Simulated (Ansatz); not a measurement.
Levels about the gap of amorphous Si24O49Li2 (75 atoms in a cell of 1111 Å³, 2.20 g/cm³; zone centre alone, so wide bands show as single levels with stretches between that a denser mesh fills), at the geometry that PBE relaxed, where it gives 0.0 GPa on a denser mesh. The participation number counts the atoms over which a state spreads; weights are charges in smoothed Voronoi cells. The levels come from a single point, so bond lengths are those of that geometry. Method of the levels: PBE, scalar-relativistic without spin-orbit coupling (Ansatz, a quantum-chemistry and plane-wave program). Sampling: the zone centre alone; Fermi-Dirac width 0.02 eV; no spin polarisation. At PBE the levels at the filled edge of the gap are localised (band-tail or defect states), and the nearest spread-out levels lie 5.1 eV apart at the zone centre.

A CHGNet melt-quench gave the starting glass, which DFT then relaxed. O atoms were pushed apart under 1.9 Å during the dynamics, to hinder bonds among them. The hot cell started wider than the set density and was brought back towards it in steps. It is the lowest in DFT energy of 2 quenches. It is a model cell: composition and starting density were chosen by hand, and all elements were melted together. No dispersion term was used. Its density started from a set value of 2.20 and ended at 2.20 g/cm³. The quench (nominally 400 K/ps over its main leg) was far faster than any real one, so the model tends to hold more defects than a real film. A cell of this size samples the disorder only roughly. The volume was free in the relaxation, at fixed shape. Stress components on the final sampling reach 1.9 GPa.

```csv
"E - E(highest filled), eV",filling,participation number,largest on,weight O,weight Si,weight Li
-1.63,filled,15.5,"O, 2 neighbours",0.95,0.04,0.01
-1.57,filled,15.7,"O, 2 neighbours",0.95,0.04,0.00
-1.46,filled,11.5,"O, 2 neighbours",0.92,0.05,0.03
-1.32,filled,6.4,"O, 3 neighbours",0.92,0.04,0.04
-0.96,filled,3.1,"O, 3 neighbours",0.93,0.04,0.03
-0.22,filled,2.0,"O, 2 neighbours",0.91,0.05,0.04
0.00,filled,1.7,"O, 2 neighbours",0.93,0.05,0.02
3.49,empty,50.4,"Li, 2 neighbours",0.66,0.27,0.07
4.77,empty,19.0,"Si, 4 neighbours",0.58,0.39,0.04
5.19,empty,18.6,"Li, 2 neighbours",0.59,0.20,0.21
5.23,empty,28.8,"Li, 2 neighbours",0.59,0.27,0.14
5.43,empty,43.3,"Si, 4 neighbours",0.66,0.32,0.03
5.52,empty,39.3,"Li, 2 neighbours",0.65,0.24,0.11
5.74,empty,45.3,"O, 2 neighbours",0.68,0.26,0.06
```

Most localised among these is the filled level at +0.00 eV, on a O atom, which has 2 neighbours (Si 1.57 Å, Li 1.77 Å).
